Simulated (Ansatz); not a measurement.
Here is the structure after relaxation of a nanostructure in its periodic cell:

```xyz
14
Lattice="5.470 0.000 0.000 0.000 3.868 0.000 0.000 0.000 19.000" Properties=species:S:1:pos:R:3 pbc="T T T"
Si    -0.066     0.176     7.479
Si     1.263     0.148     9.463
Si     2.681     2.081     9.463
Si     4.010     2.110     7.479
Si    -0.066     0.176    11.447
Si     4.011     2.110    11.447
O      1.001     0.260     6.169
O      2.942     2.193     6.170
O      1.002     0.259    12.756
O      2.943     2.193    12.757
H      1.651    -0.494     6.100
H      2.292     1.440     6.102
H      1.652    -0.494    12.825
H      2.293     1.440    12.825
```

k-points: Γ-centred 5×7×1 mesh; occupations: Fermi-Dirac, 0.020 eV; spin polarisation not allowed. Spin-orbit coupling is left out.

 The in-plane lattice is held at the bulk value.

### Question
Is it metallic, and what gap and level positions does PBE (Ansatz, a program for electronic structure) give?

### Answer

* **electronic character**: not metallic
* **Kohn-Sham band gap**: 1.14 eV
* **character of the gap on the mesh and a band path of the cell's zone**: indirect (the cell's symmetry is low, so an edge off the path may lie nearer)
* **k-point of the valence-band top (reciprocal lattice units)**: (0.000, 0.000, 0.000)
* **k-point of the conduction-band bottom (reciprocal lattice units)**: (0.000, -0.375, 0.000)
* **depth of the highest filled level under the vacuum level**: 5.51 eV
* **depth of the lowest empty level under the vacuum level**: 4.37 eV
* **weight of the highest filled level on the outer atoms and the ending**: 0.57
* **weight of the lowest empty level on the outer atoms and the ending**: 0.64
* **hole mass of the top band at the zone centre**: 0.84 mₑ along the first reciprocal vector, 0.13 mₑ along the second reciprocal vector
